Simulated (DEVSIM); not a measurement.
Structure: abrupt InP n-p junction, at 300 K.

Layer 1 from the left is InP, thickness (μm) 1.40, Nd (cm⁻³) 3.3e15, τn (s) 2e-9, τp (s) 2e-9. Layer 2 from the left is InP, thickness (μm) 120, Na (cm⁻³) 1e16, τn (s) 2e-9, τp (s) 2e-9.

Left contact: ohmic. Right contact: ohmic. Voltage is applied to the left contact. Recombination: SRH at mid-gap, radiative. Mobility is constant in doping.

This is a model device: material constants are rounded textbook-type values typed into the input, and sizes, dopings and lifetimes were drawn at random. Values at 300 K.

InP: gap (eV) 1.344, affinity (eV) 4.38, permittivity 12.5, Nc (cm⁻³) 5.7e17, Nv (cm⁻³) 1.1e19, μn (cm²/Vs) 5200, μp (cm²/Vs) 170, B (cm³/s) 1.2e-10.

Model (solved in DEVSIM): 1D drift-diffusion, Boltzmann statistics, complete ionisation; no tunnelling, impact ionisation, image-force lowering or self-heating.

Q: What does the simulation give for the largest field in the device at zero bias, the dark forward voltage at 1 A/cm², the potential step across the device at zero bias?

A: largest field in the device at zero bias 27000 V/cm; dark forward voltage at 1 A/cm² 0.930 V; potential step across the device at zero bias 1.030 V.
